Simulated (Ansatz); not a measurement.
Given:

```xyz
6
Lattice="4.3632 0.0000 0.0000 0.0000 4.3632 0.0000 0.0000 0.0000 2.9152" Properties=species:S:1:pos:R:3 pbc="T T T"
Mg     2.1816     2.1816     1.4576
Mg     0.0000     0.0000     0.0000
F      3.0491     3.0491     0.0000
F      1.3141     1.3141     0.0000
F      3.4957     0.8675     1.4576
F      0.8675     3.4957     1.4576
```

No spin polarisation.

All numbers come from Ansatz (an electronic-structure program), PBE, PAW, cutoff 420 eV, scalar-relativistic without spin-orbit coupling, earlier PAW set. Settings: 7×7×11 k-points, 0.05 eV Fermi–Dirac smearing.

Predict the valence-band top at Γ and gap character.

The valence-band top at Γ (three highest levels, from the VBM) is 0.00, -0.33, -0.33 eV and the gap character is direct at Γ.

Load acts through the strain it causes; cell and atoms are relaxed under it. Whether these cells are dynamically stable was not tested. No other phases were tried under pressure. The cell was made from MgF₂ in the rutile structure (space group P4_2/mnm, No. 136) by this change: pressure 30 GPa.
